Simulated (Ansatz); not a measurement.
# Computed paths: interstitial P in silicon strained by -1.5 % along x and y, z held, charge state +1

System: interstitial P in silicon strained by -1.5 % along x and y, z held (charge state +1). Level of theory: PBE, PAW (plane waves to 420 eV; Ansatz, a quantum-chemistry and plane-wave program).

64-site cell at the strained lattice (strain from the relaxed PBE one, atoms relaxed), a 2×2×2 k-point mesh shifted by half a step, smearing 0.01 eV, spin-restricted, no finite-size correction. Energies are static. The charge state is imposed; whether it is stable for some Fermi level was not computed. Sites that were not tried may lie lower.

Barriers: single points on a 3×3×3 k-point mesh shifted by half a step at the bands' geometries.

```json
[
 {"Route": "P moves alone to another site", "Start site over the lowest site run (eV)": "0.00", "Hop (Å)": "1.90", "Forward barrier (eV)": "0.72", "Backward barrier (eV)": "0.72", "Neighbours at the start": "4 Si at 2.37, 2 Si at 2.38 Å", "Neighbours at the saddle": "Si at 2.17, 2 Si at 2.29 Å", "Saddle order": "not checked, on a symmetry element", "Forward, on the band's own sampling (eV)": "0.71"}
]
```

Paths come from climbing-image nudged elastic band runs.  A band can be held on a symmetry element, so unchecked saddle points there may be too high.

The whole set of runs took about 5 core-hours (a rough figure).
